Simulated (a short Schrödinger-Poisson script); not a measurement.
Structure: MOS inversion layer, SiO2 on p-type Si(100), at 300 K.

From the gate side: 1.8 nm SiO2; 530 nm Si, acceptors 6.6e17 cm⁻³.

Constants are typed, rounded textbook-type inputs, not results; the design itself was drawn at random and stands for no fabricated device. SiO2: permittivity 3.9, conduction-band edge (eV) 3.15, gap (eV) 9, electron mass (mₑ) 0.5. Si: permittivity 11.7, conduction-band edge (eV) 0, gap (eV) 1.124, Nv at 300 K (cm⁻³) 3.1e19.

Channel valleys (confinement mass, in-plane density-of-states mass, number): Δ2 0.916, 0.19, 2; Δ4 0.19, 0.417, 4. At the gate the conduction-band edge of layer 1 lies 3.26 eV − eVg above the Fermi level of the channel; the field vanishes at the back. Gaps are held at their typed values at every temperature. Mesh 0.03 nm at interfaces.

From a short Schrödinger-Poisson script (our own, NumPy): 1D Poisson equation in equilibrium, electrons quantum, Hartree (BenDaniel-Duke, 12 states a valley, the channel's in-plane mass for all, wave functions ending at the dielectric), parabolic valleys, classical holes, full ionisation, no traps, pinning or gate leakage.

```
Vg (V)  electrons (cm⁻²)  C (μF/cm²)  Δ2 E0 (meV from the Fermi level)  Δ4 E0 (meV from the Fermi level)
------  ----------------  ----------  --------------------------------  --------------------------------
0.25              3.66e9       0.234                             190.6                             256.4
0.3              1.80e10       0.290                             149.1                             216.0
0.35             7.64e10       0.486                             111.2                             179.4
0.4              2.33e11       0.797                              81.7                             151.4
0.45             4.95e11        1.04                              61.2                             132.7
0.5              8.29e11        1.19                              46.8                             120.2
0.55             1.21e12        1.29                              36.0                             111.2
0.6              1.61e12        1.35                              27.2                             104.4
0.65             2.03e12        1.39                              19.9                              99.0
0.7              2.46e12        1.42                              13.6                              94.6
0.75             2.91e12        1.45                               7.9                              90.8
0.8              3.36e12        1.47                               2.8                              87.5
0.85             3.82e12        1.48                              -2.0                              84.6
0.9              4.28e12        1.50                              -6.4                              82.0
0.95             4.75e12        1.51                             -10.5                              79.6
1                5.22e12        1.52                             -14.4                              77.5
1.05             5.69e12        1.53                             -18.2                              75.4
```

Gate voltages with under 1e9 electrons/cm² are left out.

### Question
At Vg = 1.05 V the lowest Δ2 subband lies at -18.2 meV from the Fermi level. How many electrons does it hold, and what share of all?

### Answer
The two-dimensional density of states is g m/(πħ²) = 1.59e11 cm⁻² meV⁻¹ (both spins), kT = 25.9 meV, so n = D kT ln(1 + exp(−E/kT)) = 4.54e12 cm⁻², 0.80 of the 5.69e12 cm⁻² in all.

### Question
Compare the slope of the sheet density between 0.95 and 1.05 V with the geometric capacitance of the layers between gate and channel.

### Answer
q Δn/ΔV = 1.51 μF/cm²; ε0/Σ(t/ε) = 1.92 μF/cm². The ratio is 0.79: the channel acts as a further capacitance in series.
